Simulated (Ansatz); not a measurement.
# Worked example: self-consistent single point of K₂S (Fm-3m, 3 atoms in the cell) in Ansatz

Level of theory: PBE (plane waves, PAW; Ansatz, a quantum-chemistry and plane-wave program).

Input:

Ansatz 0.2 input:
```yaml
crystal:
  lattice:
    - [0.00000000, 3.73649200, 3.73649200]
    - [3.73649200, 0.00000000, 3.73649200]
    - [3.73649200, 3.73649200, 0.00000000]
  atoms:
    - { symbol: K, position: [0.25000000, 0.25000000, 0.25000000] }
    - { symbol: K, position: [0.75000000, 0.75000000, 0.75000000] }
    - { symbol: S, position: [0.00000000, 0.00000000, 0.00000000] }
basis:
  ecutwfc: 420.0
kpoints:
  mp_grid:
    grid: [6, 6, 6]
hamiltonian:
  xc: pbe
  pseudopotentials:
    kind: paw
scf:
  occupations:
    method: fermi_dirac
    width: 0.05
output:
  forces: true
  eigenvalues: true
  stress: true
```

Output (repeated stretches shortened):

```
WARN ansatz: RAYON_NUM_THREADS=1 ignored (pool sized by the plan → 1); use --threads N
Pseudopotentials: kind: paw
Pseudopotential: K, paw, valence charge 9
Pseudopotential: S, paw, valence charge 6
Crystal: 3 atoms, lattice volume = 104.333 Å³
Basis set: ecut = 420 eV, 2085 PW (Γ), exchange–correlation on 72×72×72 points (8 copies of the dense FFT grid, shifted against one another)
Bands: 16, of which v1, the nominal top of the filled ones, is band 12 counted from 1 (11 counted from 0)
Symmetry: 48 space group operations
Space group: Fm-3m (ITA 225), of the structure as read, at distance tolerance 4.7e-5 Å
k-points: 16 of 216
Initial density: superposition of atomic densities (neutral atoms: chi_scale 0, normalization atom), corrected by the library's trained network
Initial wavefunctions: pseudopotential atomic-orbital guess
Eigensolver: davidson
Functional: x = pbe(κ = 0.804, μ = 0.2195149727645171), c = pbe(β = 0.06672455060314922)
SCF iter   1: F=—  HF=-3980.860564 eV  |F-HF|=—  |Δ(HF+E_count)|=         —  Δρ=5.29e-4  dr2=6.44e-4  ethr=1.77e-3  ⟨swp⟩=5.8  Hψ=1407  notcnv=0
all-band conjugate gradients solve this SCF's bands
preconditioner: auto → none
SCF iter   2: F=—  HF=-3980.859450 eV  |F-HF|=—  |Δ(HF+E_count)|=   1.11e-3  Δρ=4.42e-4  dr2=3.40e-4  ethr=2.68e-6  ⟨swp⟩=2.1  Hψ=574  notcnv=0
SCF iter   3: F=—  HF=-3980.859375 eV  |F-HF|=—  |Δ(HF+E_count)|=   7.43e-5  Δρ=1.45e-4  dr2=1.95e-5  ethr=1.42e-6  ⟨swp⟩=2.0  Hψ=317  notcnv=0
SCF iter   4: F=—  HF=-3980.859374 eV  |F-HF|=—  |Δ(HF+E_count)|=   1.37e-6  Δρ=9.26e-5  dr2=1.18e-5  ethr=8.11e-8  ⟨swp⟩=3.0  Hψ=454  notcnv=0
SCF iter   5: F=—  HF=-3980.859371 eV  |F-HF|=—  |Δ(HF+E_count)|=   2.76e-6  Δρ=4.14e-5  dr2=2.17e-6  ethr=4.93e-8  ⟨swp⟩=2.0  Hψ=292  notcnv=0
SCF iter   6: F=-3980.859371 eV  HF=-3980.859371 eV  |F-HF|=5.08e-9  |Δ(HF+E_count)|=   5.60e-7  Δρ=3.10e-6  dr2=8.95e-9  ethr=4.17e-10  ⟨swp⟩=3.1  Hψ=1066  notcnv=0
SCF 1 converged in 6 iterations: F = -3980.859371 eV  dr2 = 8.95e-9
SCF converged after 6 iterations
Free energy (F): -3980.859371 eV
Harris-Foulkes:  -3980.859371 eV  (|F-HF|=5.08e-9)
Internal energy: -3980.859371 eV  (E = F + TS)
E sigma→0 (E₀):  -3980.859371 eV
Fermi energy:    3.718949 eV
--- Per-component energies (eV) ---
  E_band       = -231.768650
  E_kinetic    = 615.381594
  E_local      = -1392.218022  (includes V_loc(G=0)·N_el)
  E_nonlocal   = 53.666399
  E_hartree    = 486.271463
  E_xc         = -368.403445
  E_vxc        = -418.440217  (∫ρ·V_xc dr)
  E_paw        = -2163.967485  (= ΣΔE_a)
  E_vpaw       = -62.702981  (= ΣTr[D̂ρ^β])
  E_aug_tail   = -0.000005  (compensation charges beyond the density's cutoff)
  E_ewald      = -1211.589870
  E_smearing   = -0.000000  (= −TS)
  E_closure    = -0.000000  (closes the sum)
  Σ components = -3980.859371   (vs F -3980.859371, Δ=0.00e0)
--- Forces (eV/Å), atoms counted from 1 ---
  atom   1  K     -0.00000000     0.00000000    -0.00000000
   [... zero for the other atoms too ...]
  max |Σ_I F_I| component: 2.08e-17 eV/Å
--- Stress (GPa, compression-positive) ---
       -0.073664      -0.000000       0.000000
        0.000000      -0.073664       0.000000
       -0.000000      -0.000000      -0.073664
  P = ⅓ Tr σ = -0.0737 GPa (-0.737 kbar)
  The stress holds the Pulay correction. Without it, at fixed plane waves, as pw.x and ABINIT print it: P = -0.0749 GPa
--- Band table (eV; the first three rows and the last of 16) ---
  k-point 0: bands = ["-26.8248", "-26.7512", "-10.4106", "-10.4106", "-10.4106", "-10.1906", "-10.1906", "-10.1906", "-7.1463", "2.2723", "2.2723", "2.2723", "4.7567", "7.9009", "7.9009", "9.8120"]
  k-point 1: bands = ["-26.8197", "-26.7559", "-10.4046", "-10.3976", "-10.3976", "-10.2281", "-10.2071", "-10.2071", "-7.0997", "2.0973", "2.3013", "2.3013", "5.2913", "7.9349", "7.9349", "9.2699"]
  k-point 2: bands = ["-26.8058", "-26.7690", "-10.3953", "-10.3611", "-10.3611", "-10.2966", "-10.2508", "-10.2508", "-7.0115", "1.8985", "2.3595", "2.3595", "6.2966", "8.0841", "8.0841", "8.2811"]
  k-point 15: bands = ["-26.7929", "-26.7807", "-10.5745", "-10.4832", "-10.3910", "-10.2366", "-10.1500", "-10.1355", "-6.9268", "1.9013", "2.2584", "2.4330", "6.0996", "7.8875", "8.4453", "9.2748"]
```

The run converged in 6 iterations.

The starting cell has typed, rounded lattice constants, without a prior relaxation at this level. Its lattice was rescaled by a random factor within 2.5 % of one. Ansatz's pressure includes its estimate of the finite-basis (Pulay) stress.
